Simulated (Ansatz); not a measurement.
System: AlB2-type ZrB2. Method: r²SCAN-D4 (PAW; Ansatz, a quantum-chemistry and plane-wave program).

Run with plane-wave cutoff 560 eV, 24×24×16 k mesh (along the axes of the cell as run), Fermi–Dirac smearing 0.05 eV, scalar-relativistic PAW data made under PBE.

Cell (relaxed at this level):

```cif
data_B2Zr
_chemical_formula_sum 'Zr1 B2'
_space_group_name_H-M_alt 'P 1'
_space_group_IT_number 1
_cell_length_a 3.16151
_cell_length_b 3.16151
_cell_length_c 3.53363
_cell_angle_alpha 90.000
_cell_angle_beta 90.000
_cell_angle_gamma 120.000
loop_
_space_group_symop_operation_xyz
  'x, y, z'
loop_
_atom_site_label
_atom_site_type_symbol
_atom_site_fract_x
_atom_site_fract_y
_atom_site_fract_z
_atom_site_occupancy
Zr1 Zr 0.00000 0.00000 0.00000 1
B1 B 0.33333 0.66667 0.50000 1
B2 B 0.66667 0.33333 0.50000 1
```

Give the computed bulk modulus and pressure derivative B′ of the bulk modulus.


- bulk modulus: 246 GPa
- pressure derivative B′ of the bulk modulus: 3.9

The run finds no gap.

Note: the bulk modulus comes from volumes at which shape and atoms were relaxed.

Computed values are for the static lattice.
